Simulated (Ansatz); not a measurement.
Input and output of a zone-centre phonon calculation for NbH (I4/mmm, 2 atoms in the cell) (Ansatz, a program for electronic structure).

Method of the run: LDA (PW92), default PAW files made with PBE (plane waves; Ansatz).

```xyz
2
Lattice="-1.5989 1.5989 1.9744 1.5989 -1.5989 1.9744 1.5989 1.5989 -1.9744" Properties=species:S:1:pos:R:3 pbc="T T T"
Nb     0.0000     0.0000     0.0000
H      0.0000     0.0000     1.9744
```

Reference input (self-consistent single point, DFT, LDA (PW92), plane waves, default PAW files made with PBE): basis.ecutwfc = 30.9 Ry; kpoints.mp_grid.grid = 14 14 14; hamiltonian.xc = lda; hamiltonian.pseudopotentials = {kind: paw} (the program's default PAW files); scf.occupations.method = fermi_dirac; scf.occupations.width = 0.0073 Ry. This run's input differs from it in these lines:

Ansatz 0.2 input:
```diff
@@ -11,3 +11,3 @@
 kpoints:
-  mp_grid: { grid: [14, 14, 14] }
+  mp_grid: { grid: [11, 11, 11] }
 hamiltonian:
@@ -17,6 +17,4 @@
   occupations: { method: fermi_dirac, width: 0.0073 Ry }
-output:
-  forces: true
-  eigenvalues: true
-  stress: true
+phonons:
+  method: dfpt
```

Log, with long lists cut:

```
SCF iter   1: F=—  HF=-4458.624559 eV  |F-HF|=—  |Δ(HF+E_count)|=         —  Δρ=9.50e-3  dr2=1.05e-2  ethr=1.77e-3  ⟨swp⟩=5.0  Hψ=12816  notcnv=0
all-band conjugate gradients solve this SCF's bands
preconditioner: auto → none
SCF iter   2: F=—  HF=-4458.622032 eV  |F-HF|=—  |Δ(HF+E_count)|=   2.53e-3  Δρ=5.20e-3  dr2=3.22e-3  ethr=7.51e-5  ⟨swp⟩=1.0  Hψ=4104  notcnv=0
   [... lines left out ...]
SCF iter   5: F=—  HF=-4458.620937 eV  |F-HF|=—  |Δ(HF+E_count)|=   3.64e-7  Δρ=2.15e-5  dr2=3.29e-8  ethr=7.46e-9  ⟨swp⟩=2.1  Hψ=3081  notcnv=0
SCF iter   6: F=—  HF=-4458.620937 eV  |F-HF|=—  |Δ(HF+E_count)|=   1.13e-8  Δρ=5.29e-6  dr2=5.12e-9  ethr=2.35e-10  ⟨swp⟩=2.0  Hψ=3933  notcnv=0
SCF iter   7: F=—  HF=-4458.620937 eV  |F-HF|=—  |Δ(HF+E_count)|=   1.74e-9  Δρ=9.39e-7  dr2=1.31e-10  ethr=3.66e-11  ⟨swp⟩=2.6  Hψ=3872  notcnv=0
SCF iter   8: F=-4458.620937 eV  HF=-4458.620937 eV  |F-HF|=9.09e-13  |Δ(HF+E_count)|=  3.91e-11  Δρ=1.31e-7  dr2=2.58e-12  ethr=1.00e-12  ⟨swp⟩=5.1  Hψ=8771  notcnv=0
SCF 1 converged in 8 iterations: F = -4458.620937 eV  dr2 = 2.58e-12
DFPT response loops at Γ: preconditioner auto → Kerker (q_TF=auto, 2.567 Å⁻¹) (partly filled bands, converged f_vac=0.000) …
Free energy (F): -4458.620937 eV
Internal energy: -4458.584710 eV  (E = F + TS)
E sigma→0 (E₀):  -4458.602824 eV
Entropy (-TS):   -0.036228 eV (-18.114 meV/atom)
Fermi energy:    16.941189 eV
--- Phonons (Γ-DFPT): 4 representative perturbations + reference, on 216 of 1331 k-points (Σ response iterations 12) ---
  k mesh reduced under 8 symmetry operations, with k and −k counted as one. Each operation leaves every solved displacement unchanged or reverses it
  ASR residual: 9.385e-4 → 0.000e0 eV/Å²; symmetrization residual: 3.466e-7 eV/Å²
  ASR residual per site (eV/Å²): 9.39e-4 4.62e-5
  Γ frequencies (cm⁻¹): -77.89 -77.89 0.00 0.00 0.00 1567.42
  non-analytic LO–TO correction: not included (Born effective charges unavailable; polar crystals: no LO–TO splitting at Γ)
```

The run converged in 8 iterations. 

Summary of the result:
| Item | Result |
|---|---|
| Free energy E − TS (on the zero of these files) | -4458.6209 eV |
| Fermi level (on the code's own zero) | 16.94 eV |
| Zone-centre frequencies (cm⁻¹; negative means imaginary) | -78, -78, 0, 0, 0, 1567 |

The starting cell comes from a database of computed structures (which also holds hypothetical and non-ambient phases and stackings), without a prior relaxation at this level. Its lattice was rescaled by up to half a per cent. Spin polarisation is off.
